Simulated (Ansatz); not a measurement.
**Lattice parameter a of Si (model structure, P6₄22, No. 181, 3 atoms in the cell) at several levels of theory**

No measured value is used here.

| level (code) | value (Å) |
|---|---|
| LDA (Ansatz) | 3.861 |
| PBE (Ansatz) | ___ |
| PBEsol (Ansatz) | 3.882 |
| PBE-D3(BJ) (Ansatz) | 3.866 |
| r²SCAN (Ansatz) | ___ |
| r²SCAN+rVV10 (Ansatz) | 3.885 |

Some entries are withheld; supply them.


- PBE (Ansatz, an electronic-structure program), value (Å): 3.905
- r²SCAN (Ansatz), value (Å): 3.890

Cutoffs differ between the levels. Ansatz's density-functional and Hartree–Fock values are scalar-relativistic unless marked +SOC, with PAW data made under PBE.

A model structure was made by putting elements into a prototype or built by hand; it is no filed structure, need not be a known phase, and can be a saddle point held by its symmetry.
